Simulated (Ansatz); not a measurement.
InP under load (space group F-43m), Ansatz (a program for electronic structure) with r2SCAN with spin-orbit coupling, rigid bands. Condition of this run: hydrostatic pressure -2 GPa (the target of the relaxation). Band gap 0.81 eV, N_c = 4.37e17 cm⁻³ and N_v = 2.57e19 cm⁻³ at 300 K, conductivity masses of 0.0720 mₑ (electrons) and 0.589 mₑ (holes). Take k_BT = 0.02585 eV.

Problem. What built-in voltage has an abrupt junction with N_A = 1e17 and N_D = 1e17 cm⁻³, all dopants ionised?

Solution. V_bi = E_g/e − (k_BT/e) ln(N_c N_v/(N_A N_D)) = 0.81 − 0.02585 × 7.02 = 0.63 V, for the computed gap.

Problem. Find the intrinsic carrier density and the intrinsic Fermi level.

Solution. n_i = √(N_c N_v) exp(−E_g/2k_BT) = 3.35e18 × exp(−15.67) = 5.3e11 cm⁻³. The level lies (k_BT/2) ln(N_v/N_c) = 53 meV from mid-gap (positive towards the conduction band). Each 0.1 eV added to the gap lowers n_i by a factor of 6.9.

Problem. A film of it is 5 nm thick. Estimate the confinement energies in an infinite well.

Solution. ħ²π²/(2m t²) = 0.376 eV·nm²/(m/mₑ × t²) gives 209 meV for electrons and 25.5 meV for holes, so the gap would widen to about 1.04 eV. Finite barriers and nonparabolic bands lower this, and with several valleys or bands the heaviest mass along the normal sets the lowest level, not this average.

Rigid bands with the computed gap; masses take one relaxation time for all states.
